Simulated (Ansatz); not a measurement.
An Ansatz (a program for electronic structure) input for goldene alone, frozen as in the stack:

Ansatz 0.2 input:
```yaml
crystal:
  lattice:
    - [7.220342229, 0.0, 0.0]
    - [-3.610171115, 6.252999794, 0.0]
    - [0.0, 0.0, 21.5]
  atoms:
    - { symbol: Au, position: [0.0, 0.0, 0.428611292] }
    - { symbol: Au, position: [0.142283878, 0.428339543, 0.432554085] }
    - { symbol: Au, position: [0.286055665, 0.857716122, 0.432554085] }
    - { symbol: Au, position: [0.428339543, 0.286055665, 0.432554085] }
    - { symbol: Au, position: [0.571660457, 0.713944335, 0.432554085] }
    - { symbol: Au, position: [0.713944335, 0.142283878, 0.432554085] }
    - { symbol: Au, position: [0.857716122, 0.571660457, 0.432554085] }
  symmetry: { detect: true }
basis:
  ecutwfc: 420
  ecutrho_ratio: 4
  xc_grid: 2
kpoints:
  mp_grid: { grid: [6, 6, 1] }
hamiltonian:
  xc: pbe
  dispersion: d3bj
  pseudopotentials: { kind: paw }
scf:
  n_extra_bands: 24
  occupations: { method: fermi_dirac, width: 0.05 }
output:
  forces: true
  eigenvalues: true
efield:
  axis: 3
  dipole_correction: true
```

All values below come from PBE+D3(BJ) (plane waves to 420 eV, PAW; Ansatz). Spin–orbit coupling is left out. Its k-point mesh 6×6×1, Fermi–Dirac width 0.05 eV. A dipole correction is on.

Question: Write the closing report of this run, without the band table and long remarks, to eight decimals at most.

Answer: 
```
SCF converged after 7 iterations
Free energy (F): -92044.947739 eV
Harris-Foulkes:  -92044.947739 eV  (|F-HF|=9.27e-9)
Internal energy: -92044.933518 eV  (E = F + TS)
E sigma→0 (E₀):  -92044.940628 eV
Entropy (-TS):   -0.014222 eV (-2.032 meV/atom)
Fermi energy:    -2.381573 eV
Dipole field:    D = -0.000034 V/Å  (p = -0.000181 e·Å, saw-weighted, corrected)
Work function:   Φ+ = 5.4961 eV   Φ− = 5.4953 eV
Levels:          The Fermi level and band energies are counted from a zero that moves with the ramp; work functions are not
--- Per-component energies (eV) ---
  E_band       = -4378.502754
  E_kinetic    = 4232.257925
  E_local      = -120655.935123  (includes V_loc(G=0)·N_el)
  E_nonlocal   = 515.340801
  E_hartree    = 57991.462099
  E_xc         = -1592.438732
  E_vxc        = -1920.782371  (∫ρ·V_xc dr)
  E_paw        = -67946.441058  (= ΣΔE_a)
  E_vpaw       = -2532.306744  (= ΣTr[D̂ρ^β])
  E_aug_tail   = 0.009724  (compensation charges beyond the density's cutoff)
  E_efield     = 0.000000  (sawtooth field / dipole correction)
  E_vefield    = 0.000136  (∫n·V_field dr)
  E_ewald      = 35412.351603
  E_disp       = -1.540757  (pairwise vdW)
  E_smearing   = -0.014222  (= −TS)
  E_closure    = 0.000000  (closes the sum)
  Σ components = -92044.947739   (vs F -92044.947739, Δ=0.00e0)
--- Forces (eV/Å), atoms counted from 1 ---
  atom   1  Au     0.00000000    0.00000000     0.11153908
  atom   2  Au     0.02832481     0.02311159    -0.01862326
  atom   3  Au     0.00585282    -0.03608580    -0.01862326
  atom   4  Au     0.03417762    -0.01297421    -0.01862326
  atom   5  Au    -0.03417762     0.01297421    -0.01862326
  atom   6  Au    -0.00585282     0.03608580    -0.01862326
  atom   7  Au    -0.02832481    -0.02311159    -0.01862326
  max |Σ_I F_I| component: 2.01e-4 eV/Å
```

Cost: around 40 core-seconds (rough).
